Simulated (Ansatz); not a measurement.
## Carrier properties of GaAs under load (space group P6_3mc)

Here is the system:

```
GaAs
1.0
    3.90813     0.00000     0.00000
   -1.95406     3.38454     0.00000
    0.00000     0.00000     6.62691
Ga As
2 2
Direct
  0.33333   0.66667   0.00261
  0.66667   0.33333   0.50261
  0.33333   0.66667   0.37239
  0.66667   0.33333   0.87239
```

Method: r2SCAN with spin-orbit coupling, rigid bands (plane waves, PAW; Ansatz, a program for electronic structure). Condition of this run: biaxial stress in the c plane of 3.6 GPa (compression positive) (the target of the relaxation). Cell: cell and atoms relaxed with PBEsol, then loaded as said.

```
Quantity                                                                                                                                                             Result
---------------------------------------------------------------------------------------------------------------------------------------  ----------------------------------
band gap                                                                                                                                                            0.98 eV
electron conductivity mass (300 K, dilute)                                                                                               0.122 (x), 0.122 (y), 0.078 (z) mₑ
hole conductivity mass (300 K, dilute)                                                                                                      0.24 (x), 0.24 (y), 0.93 (z) mₑ
effective density of states N_c (300 K)                                                                                                                         8.1e17 cm⁻³
effective density of states N_v (300 K)                                                                                                                         4.2e18 cm⁻³
density-of-states mass, electrons                                                                                                                                  0.101 mₑ
density-of-states mass, holes                                                                                                                                       0.30 mₑ
Seebeck coefficient, n-type 1e19 cm⁻³, 300 K                                                                                                                      -221 μV/K
best n-type power factor at 300 K for τ = 10 fs (best axis; densities from 1e16 to 1e21 cm⁻³ tried, whether or not they can be reached)          34 μW/(cm·K²) at 1e20 cm⁻³
Seebeck coefficient, p-type 1e19 cm⁻³, 300 K                                                                                                                       175 μV/K
best p-type power factor at 300 K for τ = 10 fs (best axis; densities from 1e16 to 1e21 cm⁻³ tried, whether or not they can be reached)         4.7 μW/(cm·K²) at 3e20 cm⁻³
```

Rigid bands; masses and Seebeck coefficients take one relaxation time τ for all states and one kind of carrier; polarons and phonon drag are left out. Geometry: cell and atoms relaxed with PBEsol.
